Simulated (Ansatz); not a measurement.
End structure of the (322) surface of germanium in its 1x1 cell, relaxed from an ideal cut (the real face may reconstruct), outermost plane spacing 0.35 Å in the ideal cut:

```xyz
34
Lattice="4.0729 0.0000 0.0000 0.0000 16.7931 0.0000 0.0000 0.0000 28.0000" Properties=species:S:1:pos:R:3 pbc="T T T"
Ge     2.0365     5.6120     8.8750
Ge     2.0365     3.2010     8.4402
Ge     0.0000     9.4853     8.4966
Ge     0.0000     7.0280     9.2719
Ge     2.0365    12.6422    10.1353
Ge     2.0365    10.1728     9.8764
Ge     0.0000    16.4599    10.0352
Ge     0.0000    13.9927    10.6753
Ge     2.0365     2.9883    10.9840
Ge     2.0365     0.4639    11.2909
Ge     0.0000     6.4114    11.7350
Ge     0.0000     3.9421    12.0815
Ge     2.0365     9.9136    12.3979
Ge     2.0365     7.4176    12.7787
Ge     0.0000    13.3393    13.1523
Ge     0.0000    10.8726    13.4758
Ge     2.0365    -0.0123    13.7639
Ge     2.0365    14.3359    14.2361
Ge     0.0000     3.4510    14.5242
Ge     0.0000     0.9842    14.8477
Ge     2.0365     6.9060    15.2213
Ge     2.0365     4.4100    15.6021
Ge     0.0000    10.3815    15.9185
Ge     0.0000     7.9122    16.2650
Ge     2.0365    13.8596    16.7091
Ge     2.0365    11.3353    17.0160
Ge     0.0000     0.3308    17.3247
Ge     0.0000    14.6568    17.9648
Ge     2.0365     4.1508    18.1236
Ge     2.0365     1.6814    17.8647
Ge     0.0000     7.2956    18.7281
Ge     0.0000     4.8383    19.5034
Ge     2.0365    11.1225    19.5598
Ge     2.0365     8.7116    19.1250
```

Slab: 34 atoms, 11.5 Å thick at the start; k 6x2x1, smearing 0.025 eV, dipole-corrected; all atoms relaxed; start symmetry kept, larger cells not searched; no spin (no spin-polarised run to compare, though such a face may carry moments), no spin-orbit, no U. The slab shows no gap on its mesh.

### Question
Give the surface energy (mean of both faces) at the level Ansatz (a first-principles code) with PBE.

### Answer
1.00 J/m^2

### Question
Estimate the work function of the top face that PBE returns for this input.

### Answer
4.58 eV
